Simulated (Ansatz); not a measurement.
Results of LC-ωPBE (PAW; Ansatz, a program for electronic structure) for CsCl-type TiCo.

Settings: plane-wave cutoff 460 eV, 10×10×10 k mesh, Fermi–Dirac smearing 0.05 eV, no spin polarisation, scalar-relativistic PAW data made under PBE.

Cell (relaxed at this level):

CoTi is modelled in the cubic space group Pm-3m (No. 221), the CsCl type structure, Pearson symbol cP2. Cell: a = 2.9059 Å, b = 2.9059 Å, c = 2.9059 Å, α = 90.00°, β = 90.00°, γ = 90.00°. Ti on 1a has 8 Co at 2.517 Å and 6 Ti at 2.906 Å. Co on 1b sees 8 Ti at 2.517 Å and 6 Co at 2.906 Å. (Neighbours: up to the widest gap in distance over summed covalent radii, below 1.35, at either atom.)

Task: Give the computed bulk modulus B0 and pressure derivative B′ of the bulk modulus.

Result: 
* **bulk modulus B0**: 248 GPa
* **pressure derivative B′ of the bulk modulus**: 4.0

Measured, for comparison: bulk modulus 154 GPa (room temperature, not corrected to a static lattice; as tabulated in Yamada et al. (2019), arXiv:1910.09660). Computed (rounded) less measured: bulk modulus +61 %.

Note: the run has no spin polarisation, so it can have missed a magnetic state.

Computed values are for the static lattice.

Cost on a shared machine: around 40 core-minutes (rough).
